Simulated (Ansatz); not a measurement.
Hypothetical Im-3m C: pressure series

Start from C (space group Im-3m, No. 229; a hypothetical phase, not in the database extracts checked).

```
CELL_PARAMETERS angstrom
     -2.18100     2.18100     2.18100
      2.18100    -2.18100     2.18100
      2.18100     2.18100    -2.18100
ATOMIC_POSITIONS crystal
  C  0.50000 0.75000 0.25000
  C  0.25000 0.50000 0.75000
  C  0.75000 0.50000 0.25000
  C  0.50000 0.25000 0.75000
  C  0.25000 0.75000 0.50000
  C  0.75000 0.25000 0.50000
```

Cell and atoms are relaxed at each pressure.

Computed with plane-wave PAW DFT at the PBEsol level (Ansatz, a first-principles code, 420 eV), no SOC.

```tsv
P (GPa)	V (Å³/atom)
-2.00	6.957
-1.00	6.937
0.29	6.911
1.48	6.887
3.00	6.858
5.00	6.819
7.50	6.773
10.00	6.729
```

**Question.** Fit a third-order Birch–Murnaghan equation of state.

**Answer.** Least squares on P(V) = (3B₀/2)[(V₀/V)^(7/3) − (V₀/V)^(5/3)]·[1 + (3/4)(B₀′ − 4)((V₀/V)^(2/3) − 1)] gives V₀ = 6.92 Å³/atom, B₀ = 345 GPa and B₀′ = 3.6.

Load acts through the strain it causes; cell and atoms are relaxed under it. Whether these cells are dynamically stable was not tested. No other phases were tried under pressure.
